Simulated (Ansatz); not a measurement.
Take CoPdO$_{2}$ (space group R-3m, No. 166; a = 2.8623 Å, c = 17.8530 Å (hexagonal axes); not spin-polarised; relaxed with 0.1 eV smearing) as the base.

(Cell as relaxed with PBE.)

Levels (all Ansatz, a quantum-chemistry and plane-wave program, PAW): PBE (420 eV, no SOC); r2SCAN (500 eV, without spin-orbit coupling).

Each level relaxes its own structure.

```json
[
 {"base": "volume per atom", "PBE": "10.56 Å³", "r2SCAN": "10.23 Å³"},
 {"base": "lattice parameter a", "PBE": "2.862 Å", "r2SCAN": "2.826 Å"},
 {"base": "band gap", "PBE": "zero", "r2SCAN": "zero"}
]
```

Now apply this change: every lattice vector is shortened by 3.19 %, atoms relaxed at fixed cell.

| quantity | PBE | r2SCAN |
|---|---|---|
| energy relative to the base (free energy F) | +71 meV/atom | … |
| pressure (mean of the normal stresses, compression positive) | 25.4 GPa | … |
| largest internal atomic displacement | 0.012 Å | … |

**Question.** Predict the r2SCAN column.

**Answer.** 
- energy relative to the base (free energy F), r2SCAN: +78 meV/atom
- pressure (mean of the normal stresses, compression positive), r2SCAN: 28.9 GPa
- largest internal atomic displacement, r2SCAN: 0.012 Å

PBE's energy relative to the base lies 7.2 meV/atom below r2SCAN's; PBE's pressure lies 3.5 GPa below r2SCAN's; the two agree on the largest internal atomic displacement. Neither level is exact; r2SCAN is the comparison here, not a measurement.

The cells carry an imposed strain or load. No phonon test of stability was made. Seeded moments were not kept for the base. No Hubbard U is applied and the magnetic state is the run's own (CoPdO2 not spin-polarised; CoPdO2 non-magnetic); small cells can't hold the antiferromagnetic order that many such compounds have, so gaps and moments can be off. All final runs are without spin polarisation. An odd electron count without spin: CoPdO2.
